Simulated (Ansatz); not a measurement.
A relaxation of cell and atoms of ZrCu₅ (F-43m, 6 atoms in the cell) with Ansatz (a program for electronic structure).

Method: LDA (PW92), default PAW files made with PBE (plane waves; Ansatz).

The change in words: atoms on their sites; basis.ecutwfc: 420 eV → 210 eV; relax: default → cell and atoms. Reference geometry:
```xyz
6
Lattice="0.0000 3.4218 3.4218 3.4218 0.0000 3.4218 3.4218 3.4218 0.0000" Properties=species:S:1:pos:R:3 pbc="T T T"
Zr     0.0289     0.0289     0.0289
Cu     5.1327     5.1327     5.1327
Cu     4.2711     2.5724     4.2711
Cu     2.5724     2.5724     2.5724
Cu     2.5724     4.2711     4.2711
Cu     4.2711     4.2711     2.5724
```

Reference input (self-consistent single point, DFT, LDA (PW92), plane waves, default PAW files made with PBE): basis.ecutwfc = 420 eV; kpoints.mp_grid.grid = 5 5 5; hamiltonian.xc = lda; hamiltonian.pseudopotentials = {kind: paw} (the program's default PAW files); scf.occupations.method = fermi_dirac; scf.occupations.width = 0.1 eV. This run's input differs from it in these lines:

Ansatz 0.2 input:
```diff
@@ -7,3 +7,3 @@
   atoms:
-    - { symbol: Zr, position: [0.00421800, 0.00421800, 0.00421800] }
+    - { symbol: Zr, position: [0.00000000, 0.00000000, 0.00000000] }
     - { symbol: Cu, position: [0.75000000, 0.75000000, 0.75000000] }
@@ -14,3 +14,3 @@
 basis:
-  ecutwfc: 420.0 eV
+  ecutwfc: 210.0 eV
 kpoints:
@@ -22,2 +22,4 @@
   occupations: { method: fermi_dirac, width: 0.1 eV }
+relax:
+  cell: {}
 output:
```

Log, with long lists cut:

```
   [... SCF lines of the steps left out ...]
relax step   1: F+E_penalty+E_count = -36800.94145772 eV  Δ(F+E_penalty+E_count) = +0.000e0 eV  max|allowed force component| = 3.743e-2 eV/Å  Δτ_max = 0.0000 Å  P = +6.324 GPa  Ω = 80.128 Å³  (9 SCF iters, dr2 threshold 1.00e-7 eV, accepted)
relax step   2: F+E_penalty+E_count = -36791.17197227 eV  Δ(F+E_penalty+E_count) = +9.769e0 eV  max|allowed force component| = 4.366e-2 eV/Å  Δτ_max = 0.0001 Å  P = -72.327 GPa  Ω = 82.806 Å³  energy of the carried Pulay correction = -9.218e0 eV  (8 [...]
   [... lines left out ...]
relax step 119: F+E_penalty+E_count = -36802.98616852 eV  Δ(F+E_penalty+E_count) = -7.338e-3 eV  max|allowed force component| = 1.648e-5 eV/Å  Δτ_max = 0.0000 Å  P = -0.001 GPa  Ω = 80.641 Å³  energy of the carried Pulay correction = +6.198e-1 eV  [...]
relax step 120: F+E_penalty+E_count = -36801.49942979 eV  Δ(F+E_penalty+E_count) = +1.487e0 eV  max|allowed force component| = 4.082e-3 eV/Å  Δτ_max = 0.0000 Å  P = +1.606 GPa  Ω = 80.641 Å³  stress off target by 1.61e0 GPa  SCF on the basis [...]
basis re-selected at this cell: Δ(F+E_penalty+E_count) = +1.487e0 eV, ΔP = +1.607 GPa vs the last step
   [... lines left out ...]
Free energy (F): -36801.499430 eV
Fermi energy:    15.576392 eV
Error: variable-cell relaxation did not converge after 120 `relax_step` rows, as none of its last 50 fresh-basis SCF(s) at a relaxed cell met both thresholds with a finite energy. The last misses `relax.cell.stress_tol`: largest allowed force component 4.08e-3 eV/Å (`relax.f_tol` 1.00e-2 eV/Å), stress off the target on the free part of the cell 1.61e0 GPa (`relax.cell.stress_tol` 5.00e-2 GPa), F+E_penalty+E_count -36801.49942979 eV. The closest is row 6, whose structure comes with this error. Larger ratio of force or stress to its threshold at each such SCF whose figures are numbers: 5.602, 9.753, 17.180, 30.224, 53.171, 7.203, 12.486, 78.526, 35.734, 69.544, 95.406, 49.648, [...]
   [... lines left out ...]
to start a new deck from the relaxed geometry:
  cell:  # Å, volume = 80.3448 Å³
    - [-2.698180993288017e-33, 3.424858107107937, 3.424858107107937]
    - [3.424858107107937, 3.925054974484915e-33, 3.424858107107937]
    - [3.424858107107937, 3.424858107107937, -3.2993018394919844e-33]
  atoms:
    - { symbol: Zr, position: [1.6502774330995965e-22, 1.650277433101109e-22, 1.6502774330976266e-22] }
    - { symbol: Cu, position: [0.7499999999999999, 0.7499999999999999, 0.7499999999999999] }
    - { symbol: Cu, position: [0.37572989963754555, 0.8728103010873633, 0.37572989963754555] }
    - { symbol: Cu, position: [0.37572989963754555, 0.37572989963754555, 0.37572989963754555] }
    - { symbol: Cu, position: [0.8728103010873633, 0.37572989963754555, 0.37572989963754555] }
    - { symbol: Cu, position: [0.37572989963754555, 0.37572989963754555, 0.8728103010873633] }
```

The relaxation ended unconverged. 

The starting cell comes from a database of computed structures (which also holds hypothetical and non-ambient phases and stackings), without a prior relaxation at this level. Its lattice was rescaled by up to half a per cent. The cutoff lies below the one recommended for these files.

Cost on one core of a shared machine: roughly 4 min.
